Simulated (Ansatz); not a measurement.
Results of PBEsol in Ansatz (plane waves, PAW) for Ti5Te4 (I4/m, No. 87).

Run with plane-wave cutoff 520 eV, 16×16×16 k mesh, Fermi–Dirac smearing 0.05 eV, no spin polarisation, scalar-relativistic PAW data made under PBE.

The cell is scaled about its equilibrium volume:

Shape and atoms are relaxed at each volume.

```tsv
V (Å³/atom)	P (GPa)	c (Å)	a (Å)
19.831	3.51	3.603	9.954
20.244	1.65	3.632	10.017
20.658	0.00	3.660	10.079
21.071	-1.46	3.688	10.142
21.484	-2.75	3.715	10.203
```

Note: the bulk modulus comes from volumes at which shape and atoms were relaxed.

Ansatz is an electronic-structure program.
